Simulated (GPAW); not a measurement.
Worked example: relaxation of cell and atoms of CdTe (F-43m, 2 atoms in the cell) in GPAW.

Level of theory: PBE, GPAW PAW datasets PBE (gpaw-data 1.0.1) (plane waves; GPAW 25.7.0).

```xyz
2
Lattice="0.0000 3.2920 3.2920 3.2920 0.0000 3.2920 3.2920 3.2920 0.0000" Properties=species:S:1:pos:R:3 pbc="T T T"
Cd     0.0000     0.0000     0.0000
Te     1.6460     1.6460     1.6460
```

Reference input (self-consistent single point, DFT PBE, plane waves, GPAW PAW datasets PBE (gpaw-data 1.0.1)): mode = pw; ecut = 550 eV; xc = PBE; kpts = 9 9 9; mesh shift (steps) = 0 0 0; occupations.name = fixed-uniform; nbands = -6; convergence.density = 1e-05 e/electron; convergence.energy = 1e-05 eV/electron; convergence.bands = -4; symmetry.symmorphic = false; symmetry.tolerance = 0.0005. This run's input differs from it in these lines:

```diff
@@ -1,4 +1,6 @@
 from ase import Atoms
+from ase.filters import FrechetCellFilter
+from ase.optimize import BFGS
 from ase.units import GPa
-from gpaw import GPAW, PW
+from gpaw import GPAW, PW, FermiDirac
 
@@ -15,3 +17,3 @@
             kpts=(9, 9, 9),
-            occupations={'name': 'fixed-uniform'},
+            occupations=FermiDirac(0.0),
             nbands=-6,
@@ -22,2 +24,10 @@
 atoms.calc = calc
+
+target = FrechetCellFilter(atoms)
+
+opt = BFGS(target, logfile='-')
+converged = opt.run(fmax=0.05, steps=40)
+print('Relaxation converged:', converged)
+print('Cell:', atoms.cell.cellpar().round(4))
+print(atoms.get_scaled_positions().round(5))
```

Log, with long lists cut:

```
     iter     time        total  log10-change:
                         energy   eigst   dens
iter:   1 --:--:--    -5.293795   +0.24
iter:   2 --:--:--    -5.250294   -1.15  -1.25
iter:   3 --:--:--    -5.092177   -1.38  -1.28
iter:   4 --:--:--    -5.090411   -3.00  -1.64
iter:   5 --:--:--    -5.094763   -2.24  -1.67
iter:   6 --:--:--    -5.079247   -3.20  -2.27
iter:   7 --:--:--    -5.077623   -3.90  -2.67
iter:   8 --:--:--    -5.077292   -3.84  -2.80
iter:   9 --:--:--    -5.077342   -5.26  -3.27
iter:  10 --:--:--    -5.077230c  -4.47  -3.27
iter:  11 --:--:--    -5.077211c  -6.12  -3.83
iter:  12 --:--:--    -5.077210c  -6.82  -4.18
iter:  13 --:--:--    -5.077211c  -7.44c -4.24
iter:  14 --:--:--    -5.077210c  -8.07c -4.31
iter:  15 --:--:--    -5.077210c  -8.42c -4.37
iter:  16 --:--:--    -5.077210c  -9.23c -4.40
iter:  17 --:--:--    -5.077210c  -8.32c -4.43
iter:  18 --:--:--    -5.077210c  -8.41c -4.44
iter:  19 --:--:--    -5.077210c  -8.99c -4.54
iter:  20 --:--:--    -5.077210c  -7.40c -4.60
iter:  21 --:--:--    -5.077210c  -9.24c -4.99
iter:  22 --:--:--    -5.077210c  -9.80c -4.99
iter:  23 --:--:--    -5.077210c  -9.36c -5.03c
Converged after 23 iterations.

Dipole moment: (-4.398775, -4.398775, -4.398775) |e|*Ang

Energy contributions relative to reference atoms: (reference = -336963.801770)

Kinetic:        +16.147545
Potential:      -15.095534
External:        +0.000000
XC:              -6.390221
Entropy (-ST):   +0.000000
Local:           +0.261000
SIC:             +0.000000
--------------------------
Free energy:     -5.077210
Extrapolated:    -5.077210

Showing only first 2 kpts
 Kpt  Band  Eigenvalues  Occupancy
  0     7      3.24957    2.00000
  0     8      3.24958    2.00000
  0     9      3.88038    0.00000
  0    10      7.87733    0.00000

  1     7      2.97352    2.00000
  1     8      2.97352    2.00000
  1     9      4.98301    0.00000
  1    10      7.39195    0.00000

Fermi level: 3.56498

Gap: 0.631 eV
Transition (v -> c):
   [... lines left out ...]

Forces in eV/Ang:
  0 Cd    0.00000   -0.00000   -0.00000
  1 Te    0.00000    0.00000    0.00000

      Step     Time          Energy          fmax
BFGS:    0 --:--:--       -5.077210        0.041678
Relaxation converged: True
Cell: [ 4.6555  4.6555  4.6555 60.     60.     60.    ]
[[0.   0.   0.  ]
 [0.25 0.25 0.25]]
Energy (eV): -5.07721
Stress (GPa, Voigt): [-0.1872 -0.1872 -0.1872  0.     -0.      0.    ]
```

The run converged. GPAW prints stress with tension positive. 

Summary of the result:
```
Quantity                                                                                  Result
-------------------------------------------------------  ---------------------------------------
Free energy E − TS (from the program's reference atoms)                               -5.0772 eV
Top of the valence band (on the code's own zero)                                         3.25 eV
Gap on the k-point mesh                                                                  0.63 eV
Pressure                                                                                0.19 GPa
Final cell                                               a = b = c = 4.656 Å, α = β = γ = 60.00°
Final volume per atom                                                                   35.68 Å³
Relaxation steps                                                                               0
```

The starting cell comes from a database of computed structures (which also holds hypothetical and non-ambient phases and stackings), without a prior relaxation at this level. Its lattice was rescaled by a random factor within 2.5 % of one. Spin-orbit coupling is off. The relaxation keeps the symmetry of its start, so its end need not be a minimum.

Cost on one core of a shared machine: roughly 60 s.
